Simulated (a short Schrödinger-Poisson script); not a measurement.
Stack: symmetric double-gate stack, SiO2 on p-type Si(100), at 77 K.

| layer | material | thickness (nm) | Na (cm⁻³) |
|---|---|---|---|
| 1 | SiO2 | 2.4 | - |
| 2 | Si | 10 | 1e18 |
| 3 | SiO2 | 2.4 | - |

Constants are typed, rounded textbook-type inputs, not results; the design itself was drawn at random and stands for no fabricated device. SiO2: permittivity 3.9, conduction-band edge (eV) 3.15, gap (eV) 9, electron mass (mₑ) 0.5. Si: permittivity 11.7, conduction-band edge (eV) 0, gap (eV) 1.124, Nv at 300 K (cm⁻³) 3.1e19.

Channel valleys (confinement mass, in-plane density-of-states mass, number): Δ2 0.916, 0.19, 2; Δ4 0.19, 0.417, 4. At the gates, both at one voltage, the conduction-band edge of layer 1 lies 3.44 eV − eVg above the Fermi level of the channel. Gaps are held at their typed values at every temperature. Mesh 0.03 nm at interfaces.

Solved with a short Schrödinger-Poisson script written for these runs: 1D Poisson equation in equilibrium, electrons quantum, Hartree (BenDaniel-Duke, 12 states a valley, the channel's in-plane mass for all, wave functions free to enter the dielectric), parabolic valleys, classical holes, full ionisation, no traps, pinning or gate leakage.

The same stack at other levels of the model or other numerical settings:

| run | sheet density of all electrons at Vg = 1.7 V (cm⁻²) | sheet density of all electrons at Vg = 0.5 V (cm⁻²) | capacitance of both gates at Vg = 1.7 V (μF/cm²) | rough cost against the base |
|---|---|---|---|---|
| base | 1.99e13 | 1.85e12 | 2.51 | about 1 |
| electrons treated as classical, Boltzmann | 2.35e13 | 2.51e12 | 2.84 | 0.03 |
| electrons treated as classical, Fermi-Dirac | 2.21e13 | 2.40e12 | 2.67 | 0.08 |
| mesh six times as coarse | 1.99e13 | 1.85e12 | 2.50 | 0.3 |

The classical rows ignore confinement, and Boltzmann statistics overrate the density once the band edge passes the Fermi level.
